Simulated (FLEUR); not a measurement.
Worked example: self-consistent single point of Sb (Pm-3m, 1 atom in the cell) in FLEUR.

Computed with PBEsol, all-electron FLAPW (FLEUR), scalar-relativistic valence in FLEUR.

The change in words: lattice scaled by 0.98. Reference geometry:
```xyz
1
Lattice="3.1515 0.0000 0.0000 0.0000 3.1515 0.0000 0.0000 0.0000 3.1515" Properties=species:S:1:pos:R:3 pbc="T T T"
Sb     0.0000     0.0000     0.0000
```

Reference input (self-consistent single point, DFT, PBEsol, all-electron FLAPW (FLEUR), scalar-relativistic valence): Kmax = 4.5 1/bohr; GmaxXC = 22.5 1/bohr; xcFunctional = PBEs; jspins = 1; l_soc = F; mode = gauss; fermiSmearingEnergy = 0.00999582 Htr; mesh (inpgen div1-3) = 14 14 14; inpgen gamma flag = true; Gmax = 22.5 1/bohr; numbands = 0; maxIterBroyd = 40. This run's input differs from it in these lines:

```diff
@@ -3,5 +3,5 @@
 &input film=f /
-3.1514820000 0.0000000000 0.0000000000
-0.0000000000 3.1514820000 0.0000000000
-0.0000000000 0.0000000000 3.1514820000
+3.0884520000 0.0000000000 0.0000000000
+0.0000000000 3.0884520000 0.0000000000
+0.0000000000 0.0000000000 3.0884520000
 1.8897261246
@@ -43,5 +43,5 @@
          <bravaisMatrix>
-            <row-1>    5.9554378666066574     0.0000000000000000     0.0000000000000000</row-1>
-            <row-2>    0.0000000000000000     5.9554378666066574     0.0000000000000000</row-2>
-            <row-3>    0.0000000000000000     0.0000000000000000     5.9554378666066574</row-3>
+            <row-1>    5.8363284289731192     0.0000000000000000     0.0000000000000000</row-1>
+            <row-2>    0.0000000000000000     5.8363284289731192     0.0000000000000000</row-2>
+            <row-3>    0.0000000000000000     0.0000000000000000     5.8363284289731192</row-3>
          </bravaisMatrix>
```

Output, abridged:

```
 Iteration:     1   Distance:       4.76981661 me/bohr^3
 Iteration:     2   Distance:       4.47450602 me/bohr^3
 Iteration:     3   Distance:       1.31069401 me/bohr^3
 Iteration:     4   Distance:       0.12098224 me/bohr^3
 Iteration:     5   Distance:       0.10045026 me/bohr^3
   [... 2 lines left out ...]
 Iteration:     8   Distance:       0.00031537 me/bohr^3
 Iteration:     9   Distance:       0.00005919 me/bohr^3
 Iteration:    10   Distance:       0.00004704 me/bohr^3
 Iteration:    11   Distance:       0.00000343 me/bohr^3
 Run finished successfully
 Stop message:
   Structural relaxation: Done

[file out, last iteration]
             iter=     12
[...]
          total density-effective poten   -1.0759451440E+04
          total charge density-energy d   -1.6788331538E+02
 Updated energy parameters for spin:           1
[...]
 fermi energy and band-weighting factors:
    0.968823

[...]
FERMIE:
          first approx. to ef    (T=0)  :   0.276820 htr   (energy of the highest occ. eigenvalue)
          number of occ. states  (T=0)  :       1260
          first approx. to seigv (T=0)  : -27.160557 htr
          sum of weights of occ. states :  10.500729
          sum of semicore charge        :   0.000000 e
          fermi energy=   0.27715 har   work function=  -7.54165 ev
          number of valence electrons=  21.00000
   [... lines left out ...]
          total moment                 =     0.00000
 Direct bandgap for spin            1 :    2.5222545498414572E-002  Htr
   [... lines left out ...]
 ---->    (input%tkb*entropy) TS=              0.0000000000 htr
 ---->    free energy=                     -6480.7728093249 htr
      extrapolation for T->0
 ---->    total electron energy=           -6480.7728093249 htr
 ***** TOTAL FORCES ON ATOMS *****
 TOTAL FORCE FOR ATOM TYPE=  1  X=  0.000   Y=  0.000   Z=  0.000
                       FX_TOT= 0.000000 FY_TOT= 0.000000 FZ_TOT= 0.000000
 Structural relaxation: Done
```

The run converged in 11 iterations. FLEUR gives forces in its relaxation mode, with a further iteration, so its stop message speaks of a relaxation. Against the reference run the total energy drops by 35.2 meV/atom.

The starting cell comes from a database of computed structures (which also holds hypothetical and non-ambient phases and stackings), without a prior relaxation at this level. Its lattice was rescaled by a random factor within 2.5 % of one. For this run, on top of that: lattice scaled by 0.98. Spin-orbit coupling is off. Values depend on the basis (sphere radii, cutoffs, local orbitals), which need not be converged. The log's line on a gap gives a spacing of levels on this mesh, which the program prints for metals too.

Cost on one core of a shared machine: roughly 80 s.
